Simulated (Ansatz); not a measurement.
Checking a run of Ansatz (a quantum-chemistry and plane-wave program) on a (100) slab of CdS (cut from a parent of space group no. 216; 8 atoms in the cell). The aim is a self-consistent single point with DFT, LDA (PW92), plane waves, default PAW files made with PBE.

Cell that was meant: a = 4.1769 Å, b = 5.9071 Å, c = 24.3004 Å, α = 90.00°, β = 90.00°, γ = 135.00°.

Part of the input:

Ansatz 0.2 input:
```yaml
  xc: lda
  pseudopotentials: { kind: paw }
scf:
  occupations: { method: gaussian, width: 1.36 eV }
output:
  forces: true
  eigenvalues: true
```

The program printed (abridged):

```
WARN basis.ecutwfc = 420 eV, the default
WARN ansatz: RAYON_NUM_THREADS=1 ignored (pool sized by the plan → 1); use --threads N
   [... lines left out ...]
PAW frozen core: S, regenerated for the run's functional, and the local potential with it
Initial density: superposition of atomic densities (neutral atoms: chi_scale 0, normalization atom), corrected by the library's trained network
Initial wavefunctions: pseudopotential atomic-orbital guess
Eigensolver: davidson
Functional: x = slater, c = lda
SCF iter   1: F=—  HF=-35952.149845 eV  |F-HF|=—  |Δ(HF+E_count)|=         —  Δρ=9.20e-3  dr2=2.01e0  ethr=1.77e-3  ⟨swp⟩=9.1  Hψ=3943  notcnv=0
all-band conjugate gradients solve this SCF's bands
preconditioner: auto → LDOS
SCF iter   2: F=—  HF=-35952.029847 eV  |F-HF|=—  |Δ(HF+E_count)|=   1.20e-1  Δρ=5.42e-3  dr2=1.29e-1  ethr=1.77e-3  ⟨swp⟩=1.1  Hψ=898  notcnv=0
   [... lines left out ...]
SCF iter   6: F=—  HF=-35951.993338 eV  |F-HF|=—  |Δ(HF+E_count)|=   1.16e-4  Δρ=2.66e-5  dr2=4.17e-6  ethr=1.74e-8  ⟨swp⟩=2.1  Hψ=1039  notcnv=0
SCF iter   7: F=—  HF=-35951.993338 eV  |F-HF|=—  |Δ(HF+E_count)|=   2.54e-7  Δρ=9.81e-6  dr2=4.76e-7  ethr=4.01e-9  ⟨swp⟩=2.4  Hψ=1054  notcnv=0
SCF iter   8: F=-35951.993338 eV  HF=-35951.993338 eV  |F-HF|=2.16e-8  |Δ(HF+E_count)|=   1.12e-8  Δρ=2.85e-6  dr2=5.20e-8  ethr=9.62e-11  ⟨swp⟩=14.1  Hψ=3738  notcnv=0
SCF 1 converged in 8 iterations: F = -35951.993338 eV  dr2 = 5.20e-8
Free energy (F): -35951.993338 eV
Internal energy: -35949.638402 eV  (E = F + TS)
E sigma→0 (E₀):  -35950.815870 eV
Entropy (-TS):   -2.354936 eV (-294.367 meV/atom)
Fermi energy:    0.641628 eV
--- Forces (eV/Å), atoms counted from 1 ---
  atom   1  Cd     0.00000000     0.00000000    -0.20481064
  atom   2  Cd     0.00000000     0.00000000    -0.64559423
  atom   3  Cd     0.00000000     0.00000000    -0.26740815
  atom   4  Cd     0.00000000     0.00000000    -0.15540197
  atom   5  S      0.00000000     0.00000000     0.84614190
  atom   6  S      0.00000000     0.00000000     0.33731901
  atom   7  S      0.00000000     0.00000000     0.12800081
  atom   8  S      0.00000000     0.00000000    -0.03861462
--- Stress (GPa, compression-positive) ---
       -1.534638       0.000000       0.000000
        0.000000      -2.198104       0.000000
        0.000000       0.000000      -1.657177
  P = ⅓ Tr σ = -1.7966 GPa (-17.966 kbar)
  The stress holds the Pulay correction. Without it, at fixed plane waves, as pw.x and ABINIT print it: P = -1.8041 GPa
```

Problem. Can these results be used? Check the input.

Solution. The run is not sound. The fault is a smearing width that is far too large. A width of many tenths of an electronvolt moves electrons far across the Fermi level or the gap, and the free energy and its derivatives carry a large smearing term. To fix it, use a width small against the gap or band features. The run converged in 8 iterations without an error; against the sound input the free energy falls by 190 meV/atom and the largest force goes from 0.772 to 0.846 eV/Å.

The sound input it was made from differs as follows (other fixes are possible):
```diff
-  occupations: { method: gaussian, width: 1.36 eV }
+  occupations: { method: gaussian, width: 0.1 eV }
```

With that input, the run converged in 14 iterations: free energy E − TS (on the zero of these files) -35950.4765 eV; Fermi level (on the code's own zero) 0.26 eV; pressure averaged over the cell with its vacuum -2.09 GPa; largest force (vector length) 0.772 eV/Å (DFT, LDA (PW92), plane waves, default PAW files made with PBE).

On the sound input: the starting cell comes from a database of computed structures (which also holds hypothetical and non-ambient phases and stackings), without a prior relaxation at this level. The slab is cut from that crystal, and its faces are unrelaxed. Its lattice was rescaled in the plane by a random factor within 2.5 % of one. Spin polarisation is off, though cut faces can carry moments; the slab shows no gap. The two faces of this cut differ, and no dipole correction was used.
